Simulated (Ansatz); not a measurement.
Input and output of a self-consistent single point for Bi (R-3m, 2 atoms in the cell) (Ansatz, an electronic-structure program).

Method: PBEsol, default PAW files made with PBE (plane waves; Ansatz).

```yaml
crystal:
  lattice:
    - [4.14499, -2.26363, 0.00000]
    - [4.14499, 2.26363, 0.00000]
    - [2.90880, 0.00000, 3.72073]
  atoms:
    - { symbol: Bi, position: [0.23824, 0.23824, 0.23824] }
    - { symbol: Bi, position: [0.76600, 0.76600, 0.76600] }
```

Reference input (self-consistent single point, DFT, PBEsol, plane waves, default PAW files made with PBE): basis.ecutwfc = 420 eV; kpoints.mp_grid.grid = 9 9 9; hamiltonian.xc = pbesol; hamiltonian.pseudopotentials = {kind: paw} (the program's default PAW files); scf.occupations.method = gaussian; scf.occupations.width = 0.1 eV. This run's input differs from it in these lines:

Ansatz 0.2 input:
```diff
@@ -11,3 +11,3 @@
 kpoints:
-  mp_grid: { grid: [9, 9, 9] }
+  mp_grid: { grid: [6, 6, 6] }
 hamiltonian:
@@ -16,3 +16,3 @@
 scf:
-  occupations: { method: gaussian, width: 0.1 eV }
+  occupations: { method: gaussian, width: 0.3 eV }
 output:
```

Output (repeated stretches shortened):

```
SCF iter   1: F=—  HF=-24484.027712 eV  |F-HF|=—  |Δ(HF+E_count)|=         —  Δρ=1.60e-3  dr2=1.92e-3  ethr=1.77e-3  ⟨swp⟩=5.4  Hψ=2649  notcnv=0
all-band conjugate gradients solve this SCF's bands
preconditioner: auto → none
SCF iter   2: F=—  HF=-24484.026718 eV  |F-HF|=—  |Δ(HF+E_count)|=   9.93e-4  Δρ=5.73e-4  dr2=2.34e-4  ethr=6.39e-6  ⟨swp⟩=2.7  Hψ=1399  notcnv=0
SCF iter   3: F=—  HF=-24484.026746 eV  |F-HF|=—  |Δ(HF+E_count)|=   2.83e-5  Δρ=1.67e-4  dr2=2.08e-5  ethr=7.79e-7  ⟨swp⟩=2.0  Hψ=1076  notcnv=0
SCF iter   4: F=—  HF=-24484.026757 eV  |F-HF|=—  |Δ(HF+E_count)|=   1.05e-5  Δρ=6.31e-5  dr2=2.39e-6  ethr=6.92e-8  ⟨swp⟩=2.0  Hψ=1092  notcnv=0
SCF iter   5: F=—  HF=-24484.026758 eV  |F-HF|=—  |Δ(HF+E_count)|=   6.14e-7  Δρ=2.39e-5  dr2=3.92e-7  ethr=7.97e-9  ⟨swp⟩=2.0  Hψ=1099  notcnv=0
SCF iter   6: F=-24484.026758 eV  HF=-24484.026758 eV  |F-HF|=1.89e-9  |Δ(HF+E_count)|=   8.66e-8  Δρ=5.37e-6  dr2=1.85e-8  ethr=3.33e-10  ⟨swp⟩=6.8  Hψ=3262  notcnv=0
SCF 1 converged in 6 iterations: F = -24484.026758 eV  dr2 = 1.85e-8
Free energy (F): -24484.026758 eV
Internal energy: -24484.011756 eV  (E = F + TS)
E sigma→0 (E₀):  -24484.019257 eV
Entropy (-TS):   -0.015002 eV (-7.501 meV/atom)
Fermi energy:    9.719771 eV
--- Forces (eV/Å), atoms counted from 1 ---
  atom   1  Bi    -0.12449773    -0.00000000    -0.04136364
  atom   2  Bi     0.12449773     0.00000000     0.04136364
--- Stress (GPa, compression-positive) ---
       -0.615468       0.000000      -0.040746
        0.000000      -0.492828       0.000000
       -0.040746       0.000000      -0.506366
  P = ⅓ Tr σ = -0.5382 GPa (-5.382 kbar)
  The stress holds the Pulay correction. Without it, at fixed plane waves, as pw.x and ABINIT print it: P = -0.5635 GPa
```

The run converged in 6 iterations. Against the reference run the free energy falls by 8.7 meV/atom, the pressure stays at -0.54 GPa and the largest force goes from 0.036 to 0.131 eV/Å.

The starting cell has typed, rounded lattice constants, without a prior relaxation at this level. Its lattice was rescaled by up to half a per cent. One atom was moved a little off its site on purpose. Ansatz's pressure includes its estimate of the finite-basis (Pulay) stress.
